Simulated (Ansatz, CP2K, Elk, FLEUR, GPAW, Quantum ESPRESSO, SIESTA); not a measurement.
AlInAg₂Se₄ (I-4, 8 atoms in the cell) computed with different codes at matched settings

Self-consistent single point.

```
AlIn(AgSe2)2
1.0
   -3.05922     3.05922     5.80238
    3.05922    -3.05922     5.80238
    3.05922     3.05922    -5.80238
Al In Ag Se
1 1 2 4
Direct
  0.25000   0.75000   0.50000
  0.00000   0.00000   0.00000
  0.75000   0.25000   0.50000
  0.50000   0.50000   0.00000
  0.60177   0.63750   0.50415
  0.36250   0.86665   0.96427
  0.13335   0.09762   0.49585
  0.90238   0.39823   0.03573
```

All programs got the same cell, k-point mesh and kind of occupations (in Ansatz's words: kpoints.mp_grid.grid = 3 3 3; scf.occupations.method = fermi_dirac; scf.occupations.width = 0.0037 Ry); potentials, basis and cutoffs are each program's usual ones.

```json
[
 {"code": "SIESTA", "model": "LDA PW92, numerical atomic orbitals DZP, PseudoDojo LDA standard norm-conserving potentials (rewritten from UPF to PSML)", "pressure (GPa)": "-4.19", "largest force (eV/Å)": "0.269", "gap on the mesh (eV)": "0.364", "k-points": "14", "cutoff": "grid 400 Ry"},
 {"code": "FLEUR", "model": "LDA (Perdew-Zunger), all-electron FLAPW (FLEUR), scalar-relativistic valence", "pressure (GPa)": "–", "largest force (eV/Å)": "0.196", "gap on the mesh (eV)": "0.264", "k-points": "6", "cutoff": "Kmax 3.9 1/bohr"},
 {"code": "Elk", "model": "LDA (PW92), all-electron FP-LAPW, Elk's shipped species files, APW+lo basis with extra local orbitals", "pressure (GPa)": "–", "largest force (eV/Å)": "–", "gap on the mesh (eV)": "0.262", "k-points": "8", "cutoff": "rgkmax 8"},
 {"code": "GPAW", "model": "LDA (Perdew-Wang 92), GPAW PAW datasets LDA (gpaw-data 1.0.1)", "pressure (GPa)": "-4.58", "largest force (eV/Å)": "0.207", "gap on the mesh (eV)": "0.251", "k-points": "6", "cutoff": "600 eV"},
 {"code": "CP2K", "model": "LDA (Pade form), GPW, DZVP-MOLOPT-SR-GTH basis, GTH-PADE potentials (GTH_POTENTIALS)", "pressure (GPa)": "-4.09", "largest force (eV/Å)": "0.153", "gap on the mesh (eV)": "0.228", "k-points": "14", "cutoff": "grid 500 Ry"},
 {"code": "Ansatz", "model": "LDA (PW92), PAW files made with PBE", "pressure (GPa)": "-4.59", "largest force (eV/Å)": "0.193", "gap on the mesh (eV)": "0.256", "k-points": "6", "cutoff": "30.9 Ry"},
 {"code": "Quantum ESPRESSO", "model": "LDA (PW92), PseudoDojo standard norm-conserving (LDA) pseudopotentials", "pressure (GPa)": "-4.61", "largest force (eV/Å)": "0.187", "gap on the mesh (eV)": "0.250", "k-points": "6", "cutoff": "90 Ry"}
]
```

A dash marks a value that a program does not give, or that is left out as unsure.

Gaps are read on the mesh.

The spread over the programs that give each value: pressure within 0.52 GPa; largest force within 0.116 eV/Å; gap on the mesh within 0.136 eV.

The starting cell comes from a database of computed structures (which also holds hypothetical and non-ambient phases and stackings), without a prior relaxation at this level. On Ansatz's run: In the base run, with a pressure of about -5 GPa the cell is away from its equilibrium volume at this level.

Q: Why do the programs differ, and what cannot be compared?

A: Differences of this kind can come from the potentials, where these differ, and from what each basis and cutoff leave unconverged. The valence holds different numbers of electrons (SIESTA 118, FLEUR 114, GPAW 74, CP2K 62, Ansatz (a quantum-chemistry and plane-wave program) 118, Quantum ESPRESSO 118). The zero of total energies and Fermi levels follows the potentials and each program's conventions, so they are not compared here. SIESTA and CP2K use small atom-centred bases, whose incompleteness enters pressures, forces and empty levels differently from a plane-wave cutoff. FLEUR and Elk treat all electrons, but the usual bases taken here (sphere radii, linearisation, local orbitals, empty states) were not tested for convergence, so the values are no reference for the others. Ansatz's pressure is given at a fixed set of plane waves, as the other plane-wave codes print theirs. Ansatz's smearing width was typed in Ry to four decimals, so it matches the others to a few per cent. The programs reduce the same mesh by symmetry to different extents, which changes the work and not the result. In the force vectors, SIESTA (by 0.224) lies more than 0.08 eV/Å from the median of the plane-wave programs.

Left out of this page: ABINIT (with a known weakness of the program).

Keys are those of Ansatz 0.2.
